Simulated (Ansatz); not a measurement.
BaZrO3 (I4/mcm, No. 140, 10 atoms in the cell; start mp-1019544; a measured phase of this formula has another space group), treated with LDA in Ansatz (PAW).

Output (set-up and result lines):

```
Crystal: 10 atoms, lattice volume = 145.731 Å³
Basis set: ecut = 520 eV, 3839 PW (Γ), exchange–correlation on 90×90×90 points (8 copies of the dense FFT grid, shifted against one another)
Bands: 50, of which v1, the nominal top of the filled ones, is band 40 counted from 1 (39 counted from 0)
Symmetry: 16 space group operations
Space group: I4/mcm (ITA 140), of the structure as read, at distance tolerance 5.3e-5 Å
k-points: 59 of 512
Functional: x = slater, c = lda
SCF iter   1: F=—  HF=-23064.899479 eV  |F-HF|=—  |Δ(HF+E_count)|=         —  Δρ=1.65e-2  dr2=3.74e-1
SCF iter   2: F=—  HF=-23064.818327 eV  |F-HF|=—  |Δ(HF+E_count)|=   8.12e-2  Δρ=6.40e-3  dr2=2.86e-2
  ...
SCF iter   8: F=—  HF=-23064.809879 eV  |F-HF|=—  |Δ(HF+E_count)|=   3.99e-9  Δρ=2.31e-6  dr2=6.40e-9
SCF iter   9: F=-23064.809879 eV  HF=-23064.809879 eV  |F-HF|=7.28e-12  |Δ(HF+E_count)|=  2.40e-10  Δρ=2.00e-7  dr2=5.58e-11
SCF 1 converged in 9 iterations: F = -23064.809879 eV  dr2 = 5.58e-11
SCF converged after 9 iterations
Free energy (F): -23064.809879 eV
Internal energy: -23064.809879 eV  (E = F + TS)
E sigma→0 (E₀):  -23064.809879 eV
Fermi energy:    11.124552 eV
--- Forces (eV/Å), atoms counted from 1 ---
  atom   1  Ba     0.00000000     0.00000000     0.00000000
  atom   2  Ba     0.00000000     0.00000000     0.00000000
  atom   3  Zr     0.00000000    -0.00000000     0.00000000
  atom   4  Zr    -0.00000000     0.00000000     0.00000000
  atom   5  O      0.00000000    -0.00000000     0.00000000
  atom   6  O      0.00000000     0.00000000     0.00000000
  atom   7  O      0.00364307     0.00364307     0.00000000
  atom   8  O     -0.00364307    -0.00364307     0.00000000
  atom   9  O     -0.00364307     0.00364307     0.00000000
  atom  10  O      0.00364307    -0.00364307     0.00000000
--- Stress (GPa, compression-positive) ---
       -3.965794       0.000000       0.000000
        0.000000      -3.965794       0.000000
        0.000000       0.000000      -4.006413
  P = ⅓ Tr σ = -3.9793 GPa (-39.793 kbar)
```

**Question.** Write an input file that could have produced this run (the log leaves some choices open).

**Answer.** Several could match; the one computed here: 
Ansatz 0.2 input:
```yaml
crystal:
  lattice:
    - [-2.9488118321, 2.9488118321, 4.1898570004]
    - [2.9488118321, -2.9488118321, 4.1898570004]
    - [2.9488118321, 2.9488118321, -4.1898570004]
  atoms:
    - { symbol: Ba, position: [0.75, 0.25, 0.5] }
    - { symbol: Ba, position: [0.25, 0.75, 0.5] }
    - { symbol: Zr, position: [0.0, 0.0, 0.0] }
    - { symbol: Zr, position: [0.5, 0.5, 0.0] }
    - { symbol: O, position: [0.75, 0.75, 0.0] }
    - { symbol: O, position: [0.25, 0.25, 0.0] }
    - { symbol: O, position: [0.2263773254, 0.7263773254, 0.9527546509] }
    - { symbol: O, position: [0.7736226746, 0.2736226746, 0.0472453491] }
    - { symbol: O, position: [0.7263773254, 0.7736226746, 0.5] }
    - { symbol: O, position: [0.2736226746, 0.2263773254, 0.5] }
basis:
  ecutwfc: 520
  ecutrho_ratio: 4
  xc_grid: 2
kpoints:
  mp_grid: { grid: [8, 8, 8] }
  band_path:
    path:
      - [0.0, 0.0, 0.0]
      - [0.0, 0.0, 0.071429]
      - [0.0, 0.0, 0.142857]
      - [0.0, 0.0, 0.214286]
      - [0.0, 0.0, 0.285714]
      - [0.0, 0.0, 0.357143]
      - [0.0, 0.0, 0.428571]
      - [0.0, 0.0, 0.5]
      - [0.083333, 0.083333, 0.416667]
      - [0.166667, 0.166667, 0.333333]
      - [0.25, 0.25, 0.25]
      - [0.1875, 0.3125, 0.1875]
      - [0.125, 0.375, 0.125]
      - [0.0625, 0.4375, 0.0625]
      - [0.0, 0.5, 0.0]
      - [0.0, 0.416667, 0.0]
      - [0.0, 0.333333, 0.0]
      - [0.0, 0.25, 0.0]
      - [0.0, 0.166667, 0.0]
      - [0.0, 0.083333, 0.0]
      - [0.071429, 0.071429, -0.071429]
      - [0.142857, 0.142857, -0.142857]
      - [0.214286, 0.214286, -0.214286]
      - [0.285714, 0.285714, -0.285714]
      - [0.357143, 0.357143, -0.357143]
      - [0.428571, 0.428571, -0.428571]
      - [0.5, 0.5, -0.5]
      - [0.373833, 0.626167, -0.373833]
      - [-0.373833, 0.373833, 0.373833]
      - [-0.320428, 0.320428, 0.320428]
      - [-0.267023, 0.267023, 0.267023]
      - [-0.213619, 0.213619, 0.213619]
      - [-0.160214, 0.160214, 0.160214]
      - [-0.106809, 0.106809, 0.106809]
      - [-0.053405, 0.053405, 0.053405]
      - [-0.082555, 0.082555, 0.5]
      - [-0.16511, 0.16511, 0.5]
      - [-0.247666, 0.247666, 0.5]
      - [0.5, 0.5, -0.247666]
      - [0.5, 0.5, -0.331777]
      - [0.5, 0.5, -0.415889]
    npoints: 1
hamiltonian:
  xc: lda
  dispersion: none
  pseudopotentials: { kind: paw }
scf:
  occupations: { method: fermi_dirac, width: 0.01 }
  convergence: { dr2_threshold: 0.000000001 }
output:
  forces: true
  stress: true
  eigenvalues: true
  write_bands: true
```

The PAW data were made under PBE.

Note: cell and atoms aren't relaxed at this level (pressure -4.0 GPa).

A start named mp-… is a Materials Project structure, which need not be a measured phase.

Ansatz is a program for electronic structure.
